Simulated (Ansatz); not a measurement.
For Si (C2/m, No. 12, 8 atoms in the cell; start mp-1079297; another form than the element's usual one), LDA (PAW; Ansatz, a quantum-chemistry and plane-wave program) gives:

| Quantity | Result |
|---|---|
| bulk modulus | 87.4 GPa |
| cohesive energy | 5.22 eV/atom |
| band gap | 0.13 eV |

Q: What does r²SCAN (Ansatz, plane waves, PAW) give for the same quantities?

A: 
- bulk modulus: 88.0 GPa (goes up by 0.7 %)
- cohesive energy: 4.59 eV/atom (falls by 0.63 eV/atom)
- band gap: 0.42 eV (increases by 0.29 eV)

Changes are worked out from the printed values.

Unless a cell is named, each level is at its own relaxed cell (LDA 20.44, r²SCAN 20.95 Å³/atom).

Density-functional gaps are differences of (generalised) Kohn–Sham levels.

Caveats: the bulk modulus is −V dP/dV from two relaxed cells at ±2 % in volume (LDA, r²SCAN); the relaxation could not lower the start's symmetry, so the cell can be a saddle point above a distorted one (LDA, r²SCAN). Ansatz's density-functional and Hartree–Fock values are scalar-relativistic unless marked +SOC, with PAW data made under PBE.

A start named mp-… is a Materials Project structure, which need not be a measured phase.
